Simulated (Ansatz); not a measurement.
Functionals compared on NH3 on the 1x1 (110) surface of bcc Mo, one in a 2x2 cell, started at the site 'top Mo', in Ansatz (plane waves, PAW). The structure was relaxed with PBE; the other rows are single points on it, each with its references at the same level. Cutoff 420 eV (500 eV for r2SCAN).

Set-up: 20 atoms, 6.5 Å thick at the start under the adsorbate (thin: gaps and levels are the slab's own); mesh 6x6x1; 0.1 eV smearing; dipole correction on; 8 atoms held, the rest relaxed; no symmetry held; no spin, no spin-orbit, no U, no dispersion correction. At the end it is bonded to Mo. In PBE it is, or lies within 0.03 eV of, the lowest of the starts that converged. These notes are the PBE run's. Adsorption energies are against NH3(g). A negative adsorption energy means that the adsorbate is more stable on the surface than in its reference.

```json
[
 {"functional": "PBE", "adsorption energy (eV)": "-0.78", "work function of the top face (eV)": "2.57", "change of the work function (eV)": "-2.02", "rough cost of the single point": "–"},
 {"functional": "RPBE", "adsorption energy (eV)": "-0.52", "work function of the top face (eV)": "2.48", "change of the work function (eV)": "-1.96", "rough cost of the single point": "around 3 core-minutes (rough)"},
 {"functional": "r2SCAN", "adsorption energy (eV)": "___", "work function of the top face (eV)": "___", "change of the work function (eV)": "___", "rough cost of the single point": "about 8 core-minutes (a rough figure)"}
]
```

Question: What belongs in the gaps?

Answer: 
- r2SCAN, adsorption energy (eV): -0.88
- r2SCAN, work function of the top face (eV): 2.49
- r2SCAN, change of the work function (eV): -2.14

Ansatz is a quantum-chemistry and plane-wave program.
